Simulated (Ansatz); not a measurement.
We consider ScOF (model structure, Pca2₁, No. 29, 12 atoms in the cell), described by LDA in Ansatz (PAW).

Settings: plane-wave cutoff 520 eV, 6×8×8 k mesh (along the axes of the cell as run), Fermi–Dirac smearing 0.01 eV, scalar-relativistic PAW data made under PBE.

Cell (relaxed at this level):

Space group Pca2₁ (No. 29); a = 5.1072 Å, b = 4.9656 Å, c = 5.0456 Å, α = 90.00°, β = 90.00°, γ = 90.00°

```tsv
atom	site	symmetry	x	y	z
Sc	4a	1	0.0255	0.3026	0.2448
F	4a	1	0.3670	0.0625	0.1193
O	4a	1	0.2560	0.5369	0.4918
```

Task: Give the computed band gap, smallest direct gap on the k points sampled and Γ–Γ gap.

Result: 
band gap: 4.46 eV (indirect)
smallest direct gap on the k points sampled: 4.55 eV
Γ–Γ gap: 4.97 eV

Note: the relaxation could raise the start's symmetry but not lower it, so the cell can be a saddle point.

A model structure was made by putting elements into a prototype or built by hand; it is no filed structure, need not be a known phase, and can be a saddle point held by its symmetry.

Ansatz is a program for electronic structure.
